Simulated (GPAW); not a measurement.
GPAW run on K (Im-3m, 1 atom in the cell): self-consistent single point.

Computed with PBE, GPAW PAW datasets PBE (gpaw-data 1.0.1) (plane waves; GPAW).

The change in words: lattice scaled by 0.98. Reference geometry:
```yaml
crystal:
  lattice:
    - [-2.64000, 2.64000, 2.64000]
    - [2.64000, -2.64000, 2.64000]
    - [2.64000, 2.64000, -2.64000]
  atoms:
    - { symbol: K, position: [0.00000, 0.00000, 0.00000] }
```

Reference input (self-consistent single point, DFT PBE, plane waves, GPAW PAW datasets PBE (gpaw-data 1.0.1)): mode = pw; ecut = 550 eV; xc = PBE; kpts = 9 9 9; mesh shift (steps) = 0 0 0; occupations.name = methfessel-paxton; occupations.width = 0.136 eV; occupations.order = 0; nbands = -9; symmetry.symmorphic = false; symmetry.tolerance = 0.0005; maxiter = 150. This run's input differs from it in these lines:

```diff
@@ -5,5 +5,5 @@
 atoms = Atoms(['K'],
-              cell=[[-2.640000, 2.640000, 2.640000],
-                    [2.640000, -2.640000, 2.640000],
-                    [2.640000, 2.640000, -2.640000]],
+              cell=[[-2.587200, 2.587200, 2.587200],
+                    [2.587200, -2.587200, 2.587200],
+                    [2.587200, 2.587200, -2.587200]],
               positions=[[0.000000, 0.000000, 0.000000]],
```

The program printed (abridged):

```
     iter     time        total  log10-change:
                         energy   eigst   dens
iter:   1 --:--:--    -1.432870
iter:   2 --:--:--    -1.403959   -1.85  -1.34
iter:   3 --:--:--    -1.216851   -1.53  -1.38
iter:   4 --:--:--    -1.218450   -2.88  -1.71
iter:   5 --:--:--    -1.227921   -2.85  -1.74
iter:   6 --:--:--    -1.221664   -3.27  -2.15
iter:   7 --:--:--    -1.221674   -5.24  -2.95
iter:   8 --:--:--    -1.221560c  -4.78  -2.90
iter:   9 --:--:--    -1.221560c  -6.23  -4.55c
iter:  10 --:--:--    -1.221560c  -7.59c -4.48c
Converged after 10 iterations.

Dipole moment: (-0.000000, 0.000000, 0.000000) |e|*Ang

Energy contributions relative to reference atoms: (reference = -16382.253218)

Kinetic:         -2.865226
Potential:       +3.529076
External:        +0.000000
XC:              -1.222936
Entropy (-ST):   -0.005849
Local:           -0.659549
SIC:             +0.000000
--------------------------
Free energy:     -1.224485
Extrapolated:    -1.221560

Showing only first 2 kpts
 Kpt  Band  Eigenvalues  Occupancy
  0     2    -14.33600    2.00000
  0     3    -14.33600    2.00000
  0     4     -1.02459    2.00000
  0     5      5.54178    0.00000

  1     2    -14.33929    2.00000
  1     3    -14.33604    2.00000
  1     4     -0.86414    2.00000
  1     5      5.29197    0.00000

Fermi level: 1.22715

No gap
No difference between direct/indirect transitions
Energy (eV): -1.22156

Forces in eV/Ang:
  0 K    -0.00000    0.00000   -0.00000

Stress tensor:
    -0.001301     0.000000     0.000000
     0.000000    -0.001301    -0.000000
     0.000000    -0.000000    -0.001301
Stress (GPa, Voigt): [-0.2084 -0.2084 -0.2084 -0.      0.      0.    ]
```

The run converged in 10 iterations. GPAW prints stress with tension positive. Against the reference run the free energy goes up by 3.1 meV/atom and the pressure goes from -0.03 to 0.21 GPa.

The starting cell has typed, rounded lattice constants, without a prior relaxation at this level. For this run, on top of that: lattice scaled by 0.98.
